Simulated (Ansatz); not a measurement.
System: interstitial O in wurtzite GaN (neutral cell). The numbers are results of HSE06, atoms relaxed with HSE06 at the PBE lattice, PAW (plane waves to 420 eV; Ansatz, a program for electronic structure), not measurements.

Cell of 72 host sites held at the relaxed PBE lattice; a 2×2×2 k-point mesh shifted by half a step along c; Fermi-Dirac width 0.01 eV, spin-restricted; finite-size errors left in. Static, classical nuclei. The charge state is imposed; whether it is stable for some Fermi level was not computed. Sites that were not tried may lie lower.

Relaxed starting cell (atoms counted from 1):

```
Ga36N36O
1.0
    9.65543     0.00000     0.00000
   -4.82771     8.36185     0.00000
    0.00000     0.00000    10.48619
Ga N O
36 36 1
Cartesian
  1.58661   0.94603   2.16064
  1.60765   0.93364   7.82505
  0.00130   3.69394   2.60753
 -0.00332   3.74777   7.85808
 -1.60335   6.50541   2.60914
 -1.58397   6.49040   7.87900
  4.83243   0.92865   2.60931
  4.85485   0.91935   7.87902
  3.21843   3.70130   2.61447
  3.22714   3.73594   7.87306
  1.62129   6.50050   2.62222
  1.61827   6.50218   7.85775
  8.06950   0.94480   2.60778
  8.02041   0.92177   7.85808
  6.43977   3.71847   2.61736
  6.43812   3.71939   7.85980
  4.84423   6.51713   2.61454
  4.81822   6.49183   7.87311
 -0.09080   1.91422   5.31277
 -0.04721   1.88914  10.36275
 -1.60842   4.64976   5.23269
 -1.60580   4.64628  10.49276
 -3.18807   7.33462   5.33675
 -3.21208   7.39968  10.40876
  3.32142   1.88647   5.33629
  3.25347   1.87481  10.40889
  1.61206   4.63885   5.23371
  1.61139   4.64942  10.48830
  0.01131   7.42986   5.23396
  0.01389   7.42844  10.49147
  6.43653   1.86083   5.23284
  6.44119   1.86044  10.49278
  4.82942   4.64823   5.23175
  4.83174   4.64694  10.49726
  3.22878   7.43918   5.23364
  3.21940   7.43454  10.48836
  1.72476   0.86582   5.11429
  1.60948   0.93270   9.82998
 -0.01122   3.73348   4.59984
  0.00155   3.75608   9.81090
 -1.59441   6.49262   4.58759
 -1.58329   6.49497   9.83839
  4.84761   0.92727   4.58767
  4.85132   0.91660   9.83852
  3.22505   3.69861   4.59585
  3.22390   3.73832   9.83622
  1.62406   6.49872   4.59318
  1.61730   6.50275   9.83819
  8.02840   0.93588   4.60008
  8.01576   0.91349   9.81091
  6.43658   3.72024   4.59296
  6.43922   3.71883   9.83932
  4.84968   6.51243   4.59594
  4.81461   6.49359   9.83619
 -0.07631   1.90600   1.80043
 -0.03643   1.88282   7.27868
 -1.60770   4.64929   1.97684
 -1.61385   4.65058   7.20666
 -3.20487   7.40035   1.89720
 -3.20661   7.39307   7.29599
  3.25647   1.86833   1.89760
  3.26180   1.87316   7.29568
  1.61272   4.63877   1.97864
  1.61727   4.64691   7.20788
  0.01091   7.43020   1.97840
  0.00976   7.43079   7.21173
  6.43757   1.86056   1.97685
  6.43324   1.86515   7.20679
  4.82787   4.64919   1.98336
  4.83053   4.64747   7.20771
  3.22934   7.43876   1.97870
  3.22445   7.43060   7.20784
  1.07750   1.23681   3.88455
```

End state 1 differs by these moves (Å; atoms that move under 0.08 Å are left out):

```
atom  element     Δx     Δy     Δz
----  -------  -----  -----  -----
37          N  -0.11   0.19   0.00
55          N   0.05  -0.02   0.10
59          N  -0.01  -0.06  -0.10
73          O   0.53  -0.92   0.00
```

**Question.** Give the forward and backward barriers to end state 1 at the level HSE06, atoms relaxed with HSE06 at the PBE lattice, PAW.

**Answer.** forward 0.22 eV, backward 0.22 eV; at the saddle point atom 73 has neighbours Ga at 1.80; N at 1.44 Å. The saddle point's order was not checked, and it lies on a symmetry element of the cell, where a band can be held.
